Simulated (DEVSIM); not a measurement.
System: Schottky contact on p-type GaSb, at 250 K.

Layer 1 from the left is GaSb, thickness (μm) 3.40, Na (cm⁻³) 5.3e15, τn (s) 5.1e-10, τp (s) 5.1e-10.

Left contact: Schottky, work function 4.216 eV, emission velocity 4.2e6 cm/s. Right contact: ohmic. Voltage is applied to the left contact. Recombination: SRH at mid-gap, Auger. Mobility is μmin + (μ − μmin)/(1 + (N/Nref)^α).

Constants are typed, rounded textbook-type inputs, not results; the design itself was drawn at random and stands for no fabricated device. Values at 300 K; Nc and Nv go as T^1.5, mobilities as T to minus their exponent, the gap by Varshni's rule with the affinity fixed.

GaSb: gap (eV) 0.726, affinity (eV) 4.06, permittivity 15.7, Nc (cm⁻³) 2.1e17, Nv (cm⁻³) 1.8e19, μn (cm²/Vs) 5000, μp (cm²/Vs) 850, μn,min 1000, μp,min 190, Nref,n 2.8e17, Nref,p 9e17, αn 1.05, αp 0.65, T exponent of μn 2, T exponent of μp 1.7, Cn (cm⁶/s) 5e-30, Cp (cm⁶/s) 5e-30, Varshni α (eV/K) 0.00042, Varshni β (K) 140.

Model (solved in DEVSIM): 1D drift-diffusion, Boltzmann statistics, complete ionisation; no tunnelling, impact ionisation, image-force lowering or self-heating. Metal contacts follow the ideal Schottky-Mott rule: no Fermi-level pinning, no interface dipoles.

Dark forward current:

```tsv
|V| (V)	|J| (A/cm²)
0.05	0.0001734
0.10	0.001394
0.15	0.01200
0.20	0.1118
0.25	1.055
0.30	8.848
0.35	45.73
0.40	123.8
0.45	228.2
0.50	347.1
0.55	474.7
0.60	607.5
0.65	743.4
0.70	881.1
0.75	1020
0.80	1159
0.85	1298
0.90	1437
0.95	1577
1.00	1717
1.05	1856
1.10	1996
1.15	2136
```

Work out the local ideality factor n = ΔV / (kT/q · ln(J2/J1)) between the rows 0.10 and 0.15 V, 0.20 and 0.25 V, 1.10 and 1.15 V.

kT/q = 21.54 mV. From 0.10 to 0.15 V: ln(0.01200/0.001394) = 2.153, n = 1.08, near the 1 of diffusion or emission over a barrier. From 0.20 to 0.25 V: ln(1.055/0.1118) = 2.245, n = 1.03, near the 1 of diffusion or emission over a barrier. From 1.10 to 1.15 V: ln(2136/1996) = 0.068, n = 34.24; the layers' resistance at their doping, Σ W/(qμN) = 0.00035 Ω cm², would take 50 mV of this step of 50 mV.

Estimate the current at 0.20 V for emission alone, J0 = q v N_band exp(−φB/kT), and read the barrier back from the simulated current.

φB = 0.589 eV, N_band = 1.37e19 cm⁻³, J0 = 1.25e-5 A/cm²; J = J0 (exp(qV/kT) − 1) = 0.135 A/cm². The simulation gives 0.112 A/cm²; the estimate lies 20 % above. Read backwards, the simulated current gives an apparent barrier of 0.593 eV. The estimate leaves out transport through the depletion region and minority injection.
